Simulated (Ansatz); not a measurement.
The starting structures come from a database of crystals and need not be the phases stable at ambient conditions.

Here is the system:

```xyz
18
Lattice="6.7844 0.0000 0.0000 0.0000 6.7844 0.0000 0.0000 0.0000 7.8862" Properties=species:S:1:pos:R:3 pbc="T T T"
Rb     3.3922     3.3922     3.9431
Rb     0.0000     0.0000     3.9431
Nb     3.3922     0.0000     7.0899
Nb     0.0000     3.3922     0.7963
As     0.0000     0.0000     0.0000
As     3.3922     3.3922     0.0000
Cl     0.0000     3.3922     3.4926
Cl     3.3922     0.0000     4.3936
O      0.0000     1.3413     1.0745
O      2.0509     3.3922     1.0745
O      0.0000     5.4431     1.0745
O      4.7335     3.3922     1.0745
O      3.3922     2.0509     6.8117
O      5.4431     0.0000     6.8117
O      3.3922     4.7335     6.8117
O      1.3413     0.0000     6.8117
O      0.0000     3.3922     6.9382
O      3.3922     0.0000     0.9480
```

The cell is taken as given; by r2SCAN it stands under a pressure of -5.1 GPa.

Transport runs along the normal of the first two printed cell vectors, the (001) plane of the conventional cell.

The gap is the functional's own. No spin-orbit coupling. Mid-gap values are those at the computed energy nearest the middle.

Problem. Predict the band gap and the smallest decay constant κ at mid-gap from r2SCAN in Ansatz (an electronic-structure program).

Solution. Gap 3.62 eV on a 6×6×4 mesh; κ = 0.381 1/Å, at the zone centre.
